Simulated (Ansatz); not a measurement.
Reference: BaS (Fm-3m), PBEsol, rigid bands (plane waves, PAW, scalar-relativistic; Ansatz, a quantum-chemistry and plane-wave program); axes and stresses refer to this cell.

```
CELL_PARAMETERS angstrom
      0.00000     3.16594     3.16594
      3.16594     0.00000     3.16594
      3.16594     3.16594     0.00000
ATOMIC_POSITIONS crystal
  Ba 0.00000 0.00000 0.00000
  S  0.50000 0.50000 0.50000
```

The Seebeck coefficient, p-type 1e19 cm⁻³ is 457 μV/K and the Seebeck coefficient, n-type 1e19 cm⁻³ is -305 μV/K. The band gap is 2.04 eV.

Task: Change: spin-orbit coupling switched on. What happens to Seebeck coefficient, p-type 1e19 cm⁻³, Seebeck coefficient, n-type 1e19 cm⁻³, band gap?

Result: Seebeck coefficient, p-type 1e19 cm⁻³ shrinks to 434 μV/K; Seebeck coefficient, n-type 1e19 cm⁻³ moves little, to -305 μV/K; band gap moves little, to 1.99 eV.

Seebeck coefficients are for the stated density at 300 K, with one relaxation time for all states and whether or not that doping can be reached. Spin-orbit coupling is left out unless a row names it. 

Formula and space group known from diffraction (Crystallography Open Database), not checked to be the room-temperature form: BaS (Fm-3m).
